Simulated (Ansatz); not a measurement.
```
CELL_PARAMETERS angstrom
      0.00000     1.85291     1.85291
      1.85291     0.00000     1.85291
      1.85291     1.85291     0.00000
ATOMIC_POSITIONS crystal
  Pt 0.00000 0.00000 0.00000
```

No spin polarisation.

The values are results of r2SCAN/PAW in Ansatz (a quantum-chemistry and plane-wave program), spin-orbit coupling left out, earlier PAW set, not measurements. k-mesh 29×29×29 (Γ-centred); smearing 0.1 eV (Fermi–Dirac).

**Question.** Predict the pressure, band gap and space group.

**Answer.** Pressure: 81.9 GPa
Band gap: zero
Space group: Fm-3m (No. 225)

The cells carry an imposed strain or load. No phonon test of stability was made. All final runs are without spin polarisation. The cell was made from Pt in the fcc (Cu type) structure (space group Fm-3m, No. 225) by this change: isotropic strain −5.98 %.
